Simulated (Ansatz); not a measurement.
**BaTiO3 (Amm2, No. 38, 5 atoms in the cell; start COD 9014492)**

The numbers are results of LDA in Ansatz (plane waves, PAW), not measurements.

Settings: plane-wave cutoff 520 eV, 8×8×8 k mesh, Fermi–Dirac smearing 0.01 eV, no spin polarisation, scalar-relativistic PAW data made under PBE.

Cell (relaxed at this level):

BaTiO3 is modelled in the orthorhombic space group Amm2 (No. 38), Pearson symbol oS10. Cell: a = 3.9242 Å, b = 5.5875 Å, c = 5.5973 Å, α = 90.00°, β = 90.00°, γ = 90.00°. Ba on 2a is surrounded by 12 O at 2.734–2.864 Å (cuboctahedral). Ti on 2b is coordinated by 4 O at 1.876–1.966 Å and 2 O at 2.082 Å (octahedral). O1 on 2a sees 2 Ti at 1.966 Å and 4 Ba at 2.734–2.864 Å (octahedral). O2 on 4e sees 1 Ti at 1.876 Å and 1 Ti at 2.082 Å and 4 Ba at 2.757–2.816 Å (octahedral). (Neighbours: up to the widest gap in distance over summed covalent radii, below 1.35, at either atom; cation-cation and far metal-metal contacts left out.)
(The calculation used a cell of 5 atoms; values per cell refer to that cell.)

```json
{
 "band_gap": "2.03 eV",
 "smallest_direct_gap_on_the_k_points_sampled": "2.21 eV"
}
```

Spin–orbit coupling is not included.

Static lattice: no zero-point or thermal effects.

It cost very roughly 40 core-seconds of CPU time.

Ansatz is a program for electronic structure.
